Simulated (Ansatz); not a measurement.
Consider Ge in the diamond structure (space group Fd-3m, No. 227; a = 5.6744 Å).

Structures relaxed with Kohn–Sham DFT with the r2SCAN functional, run in Ansatz (a quantum-chemistry and plane-wave program) with PAW and 500 eV plane waves, no spin-orbit coupling.

Base:

Simulated powder pattern, Mo Kα, λ = 0.71073 Å (kinematic, ideal powder, no thermal factors, no anomalous dispersion; the 8 strongest lines at most, above 2 %, up to 2θ = 40°):

| 2θ (°) | I/Imax (%) | hkl |
|---|---|---|
| 12.45 | 100 | (111) |
| 20.41 | 83 | (220) |
| 23.98 | 52 | (311) |
| 29.01 | 15 | (400) |
| 31.68 | 22 | (331) |
| 35.73 | 29 | (422) |
| 37.98 | 16 | (333) |

After one change:

Simulated powder pattern, Mo Kα, λ = 0.71073 Å (kinematic, ideal powder, no thermal factors, no anomalous dispersion; the 8 strongest lines at most, above 2 %, up to 2θ = 40°):

```csv
2θ (°),I/Imax (%)
12.71,100
20.83,82
24.47,52
29.62,14
32.35,22
36.49,28
38.79,15
```

Question: What was done to the base?
A) isotropic strain −2.50 %
B) isotropic strain −3.00 %
C) isotropic strain −2.00 %
D) isotropic strain −0.50 %

Answer: C, isotropic strain −2.00 %. Its volume per atom is 21.50 Å³ against 22.84 Å³, and its space group is Fd-3m (No. 227).

Stability against distortions was not tested.
